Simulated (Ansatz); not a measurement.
Input and output of a self-consistent single point for NaCu3 (I4/mmm, 4 atoms in the cell) (Ansatz, a program for electronic structure).

Method: LDA (PW92), default PAW files made with PBE (plane waves; Ansatz).

```
CELL_PARAMETERS angstrom
     -1.90006     1.90006     3.90575
      1.90006    -1.90006     3.90575
      1.90006     1.90006    -3.90575
ATOMIC_POSITIONS crystal
  Na 0.00000 0.00000 0.00000
  Cu 0.75000 0.25000 0.50000
  Cu 0.25000 0.75000 0.50000
  Cu 0.50000 0.50000 0.00000
```

Reference input (self-consistent single point, DFT, LDA (PW92), plane waves, default PAW files made with PBE): basis.ecutwfc = 420 eV; kpoints.mp_grid.grid = 12 12 12; hamiltonian.xc = lda; hamiltonian.pseudopotentials = {kind: paw} (the program's default PAW files); scf.occupations.method = cold; scf.occupations.width = 0.2 eV. This run's input differs from it in these lines:

Ansatz 0.2 input:
```diff
@@ -11,3 +11,3 @@
 basis:
-  ecutwfc: 420.0 eV
+  ecutwfc: 335.0 eV
 kpoints:
```

Output (repeated stretches shortened):

```
SCF iter   1: F=—  HF=-21132.067922 eV  |F-HF|=—  |Δ(HF+E_count)|=         —  Δρ=1.84e-2  dr2=8.98e-2  ethr=1.77e-3  ⟨swp⟩=5.3  Hψ=21208  notcnv=0  defer=15
all-band conjugate gradients solve this SCF's bands
preconditioner: auto → Kerker (q_TF=auto, 2.801 Å⁻¹)
SCF iter   2: F=—  HF=-21132.027705 eV  |F-HF|=—  |Δ(HF+E_count)|=   4.02e-2  S|Δr|=    0.00e0  Δρ=3.85e-3  dr2=6.09e-3  ethr=1.36e-4  ⟨swp⟩=2.0  Hψ=11173  notcnv=0  defer=20
   [... lines left out ...]
SCF iter   7: F=—  HF=-21132.026426 eV  |F-HF|=—  |Δ(HF+E_count)|=   4.96e-6  S|Δr|=    0.00e0  Δρ=3.68e-5  dr2=1.49e-6  ethr=2.01e-8  ⟨swp⟩=2.0  Hψ=8929  notcnv=0  defer=20
SCF iter   8: F=—  HF=-21132.026426 eV  |F-HF|=—  |Δ(HF+E_count)|=   1.56e-7  S|Δr|=    0.00e0  Δρ=1.25e-5  dr2=1.50e-7  ethr=2.25e-9  ⟨swp⟩=2.1  Hψ=9034  notcnv=0  defer=20
SCF iter   9: F=-21132.026426 eV  HF=-21132.026426 eV  |F-HF|=5.09e-9  |Δ(HF+E_count)|=   3.57e-8  S|Δr|=    0.00e0  Δρ=3.43e-6  dr2=1.03e-8  ethr=1.52e-10  ⟨swp⟩=7.4  Hψ=23978  notcnv=0
SCF 1 converged in 9 iterations: F = -21132.026426 eV  dr2 = 1.03e-8
Stability not checked (fill_not_monotonic)
Free energy (F): -21132.026426 eV
Internal energy: -21132.025464 eV  (E = F + TS)
E sigma→0 (E₀):  -21132.026105 eV
Entropy (-TS):   -0.000962 eV (-0.240 meV/atom)
Fermi energy:    11.448236 eV
--- Forces (eV/Å), atoms counted from 1 ---
  atom   1  Na     0.00000000     0.00000000    -0.00000000
   [... zero for the other atoms too ...]
--- Stress (GPa, compression-positive) ---
       -7.465807      -0.000000       0.000000
       -0.000000      -7.465807       0.000000
        0.000000      -0.000000      -7.842024
  P = ⅓ Tr σ = -7.5912 GPa (-75.912 kbar)
  The stress holds the Pulay correction. Without it, at fixed plane waves, as pw.x and ABINIT print it: P = -12.6319 GPa
```

The run converged in 9 iterations. Against the reference run the free energy rises by 33.5 meV/atom and the pressure moves little (-7.64 to -7.59 GPa).

The starting cell comes from a database of computed structures (which also holds hypothetical and non-ambient phases and stackings), without a prior relaxation at this level. Spin polarisation is off. Ansatz's pressure includes its estimate of the finite-basis (Pulay) stress. Without the estimate this run gives -12.63 GPa. The cutoff lies below the one recommended for these files.
